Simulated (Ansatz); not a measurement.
The parent structure is WSi2 (space group I4/mmm, No. 139; relaxed with 0.1 eV smearing).

```xyz
3
Lattice="-1.6145 1.6145 3.9349 1.6145 -1.6145 3.9349 1.6145 1.6145 -3.9349" Properties=species:S:1:pos:R:3 pbc="T T T"
Si     0.0000     0.0000     5.2372
Si     0.0000     0.0000     2.6326
W      0.0000     0.0000     0.0000
```

Cartesian axes are those of the cell as printed.

All numbers come from Ansatz (a first-principles code), PBE, PAW, cutoff 420 eV, scalar-relativistic without spin-orbit coupling.

Before the change:

Shortest interatomic distance: 260.5 pm

Perturbation: biaxial strain −2.00 %, plane normal [001], relaxed out of plane (Cartesian); in-plane vectors clamped, the third vector and the atoms free.

**Question.** What does the calculation give for the out-of-plane strain, energy relative to the base and shortest interatomic distance after the change?

**Answer.** The out-of-plane strain amounts to +0.80 %; the energy goes up by 18 meV/atom; the shortest interatomic distance drops by 0.8 pm (260.5 pm → 259.7 pm).

Whether these cells are dynamically stable was not tested. All final runs are without spin polarisation.
